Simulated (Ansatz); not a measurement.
NbP: pressure series

Start from NbP (space group I4_1md, No. 109).

```xyz
4
Lattice="-1.6735 1.6735 5.7134 1.6735 -1.6735 5.7134 1.6735 1.6735 -5.7134" Properties=species:S:1:pos:R:3 pbc="T T T"
Nb     0.0000     0.0000    11.4185
Nb     0.0000     1.6735     2.8484
P      0.0000     0.0000     4.7618
P      1.6735     0.0000     1.9051
```

Cell and atoms are relaxed at each pressure.

Levels (all Ansatz, an electronic-structure program, PAW): PBE (420 eV, scalar-relativistic without spin-orbit coupling); PBEsol (420 eV, no spin-orbit coupling).

The base cell above is that of PBE; each level relaxes its own structures.

```csv
case,"lattice parameter a, PBE","lattice parameter a, PBEsol"
pressure 3 GPa,3.333 Å,3.307 Å
pressure 7 GPa,3.315 Å,3.291 Å
pressure 15 GPa,3.284 Å,3.263 Å
pressure 30 GPa,3.238 Å,3.219 Å
pressure 50 GPa,3.189 Å,3.173 Å
pressure 75 GPa,3.141 Å,3.127 Å
pressure 100 GPa,3.103 Å,3.091 Å
```

PBE lies above PBEsol in every row, by 0.013 Å to 0.025 Å. They put the cases in the same order.

Load acts through the strain it causes; cell and atoms are relaxed under it. Stability against distortions was not tested. No other phases were tried under pressure. The final runs are not spin-polarised.
